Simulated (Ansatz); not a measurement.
# BeSe, alloy series

Base system: BeSe in the zinc blende structure (space group F-43m, No. 216; a = 5.129 Å).

The other end (x = 1) is BeS in the zinc blende structure (space group F-43m, No. 216): 14.15 Å³/atom, gap 2.91 eV.

S replaces a fraction x of Se; each row is one arrangement (x, atoms in the cell, starting space group or random), fully relaxed.

The values are results of DFT with PBEsol, PAW potentials and a 420 eV plane-wave cutoff in Ansatz (a first-principles code), spin-orbit coupling left out, not measurements.

Candidates:
(a) x(S) = 0.667, 6 atoms, Imm2
(b) x(S) = 0.75, 8 atoms, Amm2
(c) x(S) = 0.25, 8 atoms, P-43m
(d) x(S) = 0.25, 8 atoms, Amm2

Base values:

* **Shortest interatomic distance**: 2.221 Å

Q: Order them by shortest interatomic distance, lowest first.

A: (b) x(S) = 0.75, 8 atoms, Amm2 (2.085 Å), (a) x(S) = 0.667, 6 atoms, Imm2 (2.096 Å), (d) x(S) = 0.25, 8 atoms, Amm2 (2.122 Å), (c) x(S) = 0.25, 8 atoms, P-43m (2.127 Å)

These are small ordered cells, not random alloys; other orderings at the same x differ. Stability against distortions was not tested.
